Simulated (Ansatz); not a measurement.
Results of PBEsol+SOC in Ansatz (plane waves, PAW) for Bi2O2Te (model structure, started from the La2SO2 type, P-3m1, No. 164, 5 atoms in the cell).

Run with plane-wave cutoff 520 eV, 12×12×6 k mesh (along the axes of the cell as run), Fermi–Dirac smearing 0.01 eV, PAW data made under PBE.

Cell (relaxed with PBEsol):

```
Bi2O2Te
1.0
    4.03491     0.00000     0.00000
   -2.01745     3.49433     0.00000
    0.00000     0.00000     7.33329
Bi Te O
2 1 2
Cartesian
  2.01745   1.16478   5.85467
  0.00000   2.32955   1.47862
  0.00000   0.00000   3.66664
  2.01745   1.16478   0.83897
  0.00000   2.32955   6.49432
```

Task: Give the computed band gap, smallest direct gap on the k points sampled and Γ–Γ gap.

Result: 
- band gap = 0.08 eV (indirect)
- smallest direct gap on the k points sampled = 0.31 eV
- Γ–Γ gap = 1.35 eV

Note: the relaxation could raise the start's symmetry but not lower it, so the cell can be a saddle point; cell and atoms aren't relaxed at this level (pressure 0.6 GPa).

The computed numbers hold no vibrational or temperature effects.

A model structure was made by putting elements into a prototype or built by hand; it is no filed structure, need not be a known phase, and can be a saddle point held by its symmetry.

Ansatz is an electronic-structure program.
